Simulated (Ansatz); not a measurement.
# BAs: response to strain

The reference is BAs in the zinc blende structure (space group F-43m, No. 216).

```
CELL_PARAMETERS angstrom
      0.00000     2.39196     2.39196
      2.39196     0.00000     2.39196
      2.39196     2.39196     0.00000
ATOMIC_POSITIONS crystal
  As 0.25000 0.25000 0.25000
  B  0.00000 0.00000 0.00000
```

Cartesian axes are those of the cell as printed.

Strains are applied to the cell and any free atomic positions relax; under biaxial strain the out-of-plane vector relaxes too.

Level of theory: Kohn–Sham DFT with the r2SCAN functional, run in Ansatz (a quantum-chemistry and plane-wave program) with PAW and 500 eV plane waves, no SOC.

Candidates:
(a) isotropic strain −0.71 %
(b) tensor shear ε_xy = −0.66 %
(c) uniaxial strain ε_xx = +2.63 %
(d) biaxial strain +2.68 %, plane normal [111], relaxed out of plane

Notes on the quantities. energy relative to the base: free energy F.

Order them by energy relative to the base, lowest first.

(b) tensor shear ε_xy = −0.66 % (+1.2 meV/atom), (a) isotropic strain −0.71 % (+2.8 meV/atom), (c) uniaxial strain ε_xx = +2.63 % (+8.4 meV/atom), (d) biaxial strain +2.68 %, plane normal [111], relaxed out of plane (+22 meV/atom)

No phonon test of stability was made.
